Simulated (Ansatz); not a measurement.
Base system: TlCl in the CsCl type structure (space group Pm-3m, No. 221).

```cif
data_ClTl
_chemical_formula_sum 'Tl1 Cl1'
_space_group_name_H-M_alt 'P 1'
_space_group_IT_number 1
_cell_length_a 3.90007
_cell_length_b 3.90007
_cell_length_c 3.90007
_cell_angle_alpha 90.000
_cell_angle_beta 90.000
_cell_angle_gamma 90.000
loop_
_space_group_symop_operation_xyz
  'x, y, z'
loop_
_atom_site_label
_atom_site_type_symbol
_atom_site_fract_x
_atom_site_fract_y
_atom_site_fract_z
_atom_site_occupancy
Tl1 Tl 0.00000 0.00000 0.00000 1
Cl1 Cl 0.50000 0.50000 0.50000 1
```

All numbers come from PBE, PAW, 420 eV (Ansatz, a first-principles code; spin-orbit coupling left out).

One change was made to it. Results:

| quantity | base | after |
|---|---|---|
| hole mass | 0.31 mₑ along k, 0.64 mₑ across (at X) | 0.24 mₑ along k, 0.58 mₑ across (at X) |
| density | 6.71 g/cm³ | 7.26 g/cm³ |

**Question.** Name the change that was made.
A. pressure 22.5 GPa
B. pressure 15 GPa
C. pressure 4.5 GPa
D. pressure 2.1 GPa
E. pressure 30 GPa

**Answer.** D, pressure 2.1 GPa. For comparison, the hole mass in the other runs: pressure 22.5 GPa gives 0.081 mₑ along k, 0.36 mₑ across (at X); pressure 4.5 GPa gives 0.20 mₑ along k, 0.53 mₑ across (at X); pressure 30 GPa gives 0.059 mₑ along k, 0.32 mₑ across (at X); pressure 15 GPa gives 0.11 mₑ along k, 0.41 mₑ across (at X).

With Tl present, leaving out spin-orbit coupling can change the band edges. The levels and masses belong to the bands next to the band gap. Load acts through the strain it causes; cell and atoms are relaxed under it. Masses are band curvatures over ±0.01 Å⁻¹ around the edge. Along k means along the line from Γ to the band edge. Whether these cells are dynamically stable was not tested. Competing high-pressure phases were not computed.
